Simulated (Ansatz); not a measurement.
Where the default PAW files enter, the runs use the earlier of Ansatz's two default sets.

By PBEsol, the system below comes out a metal.

The ballistic (Sharvin) conductance counts the channels at the Fermi level: G/A = (e²/h) × channels of both spins per area.

Data:

```
CELL_PARAMETERS angstrom
      3.21134     0.00000     0.00000
     -1.60567     2.78110     0.00000
      1.60567     0.92703     2.62205
ATOMIC_POSITIONS crystal
  Nb 0.00000 0.50000 0.50000
  N  0.00000 0.00000 0.00000
```

Space group of this cell: Fm-3m, rock salt. The cell is strained (all lengths scaled by 1.02); by PBEsol its mean pressure is -28.5 GPa.

The current flows along the normal of the first two printed cell vectors, the (111) plane of the conventional cell. No spin-orbit coupling; the value is a mean over 0.1 eV about the Fermi level.

Q: Give the ballistic conductance per area that PBEsol (Ansatz, a first-principles code) yields.

A: 1.6 × 10¹⁵ S/m² for both spins.
